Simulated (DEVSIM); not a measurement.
Structure: Schottky contact on n-type GaN, at 300 K.

Layer 1 from the left is GaN, thickness (μm) 4.40, Nd (cm⁻³) 1.2e17, τn (s) 8.7e-9, τp (s) 8.7e-9.

Left contact: Schottky, work function 5.7 eV, emission velocity 7.7e6 cm/s. Right contact: ohmic. Voltage is applied to the left contact. Recombination: SRH at mid-gap, Auger. Mobility is μmin + (μ − μmin)/(1 + (N/Nref)^α).

This is a model device: material constants are rounded textbook-type values typed into the input, and sizes, dopings and lifetimes were drawn at random. Values at 300 K.

GaN: gap (eV) 3.43, affinity (eV) 4.1, permittivity 9.5, Nc (cm⁻³) 2.3e18, Nv (cm⁻³) 4.6e19, μn (cm²/Vs) 1200, μp (cm²/Vs) 100, μn,min 55, μp,min 3, Nref,n 2e17, Nref,p 3e17, αn 1, αp 2, Cn (cm⁶/s) 1e-30, Cp (cm⁶/s) 1e-30.

Question: Estimate by hand the built-in potential, the peak field at zero bias, the capacitance at -3 V, and compare with a numerical solution.

Answer: 
- Built-in potential: barrier φB = 1.600 eV; Vbi = φB − kT/q ln(N_band/N) = 1.524 V; numerical 1.524 V.
- Peak field at zero bias: depletion approximation: W = √(2εVbi/(qN)) = 0.115 μm with N = 1.20e17 cm⁻³; field = 2Vbi/W = 264000 V/cm; numerical 261000 V/cm (estimate above by 1.3 %).
- Capacitance at -3 V: C = √(qεN / 2(Vbi + |V|)) = 42.3 nF/cm²; numerical 42.4 nF/cm².

DEVSIM, 1D drift-diffusion, Boltzmann statistics, complete ionisation; no tunnelling, impact ionisation, image-force lowering or self-heating. Metal contacts follow the ideal Schottky-Mott rule: no Fermi-level pinning, no interface dipoles.
